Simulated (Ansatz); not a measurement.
The parent structure is CsPbCl₃ in the cubic perovskite structure (space group Pm-3m, No. 221; a = 5.521 Å). Axes: x, y, z lie along the cube axes.

Level of theory: DFT with LDA, PAW potentials and a 420 eV plane-wave cutoff in Ansatz (a quantum-chemistry and plane-wave program), scalar-relativistic without spin-orbit coupling.

Strains are applied to the cell and any free atomic positions relax.

One change was made to it. Results:

The band gap decreases by 0.075 eV (1.53 eV → 1.45 eV); the energy grows by 0.5 meV/atom.

**Question.** What was done to the base?
A. tensor shear ε_xy = +0.33 %
B. tensor shear ε_xy = +1.67 %
C. tensor shear ε_xy = +0.67 %

**Answer.** B, tensor shear ε_xy = +1.67 %. For comparison, the band gap in the other runs: tensor shear ε_xy = +0.67 % gives 1.50 eV; tensor shear ε_xy = +0.33 % gives 1.51 eV.

With Pb present, leaving out spin-orbit coupling can change the band edges. Stability against distortions was not tested. Many cubic perovskites are stable only at high temperature; tilts and polar distortions were not tested. This is not the structure that CsPbCl3 has at room temperature and ambient pressure.
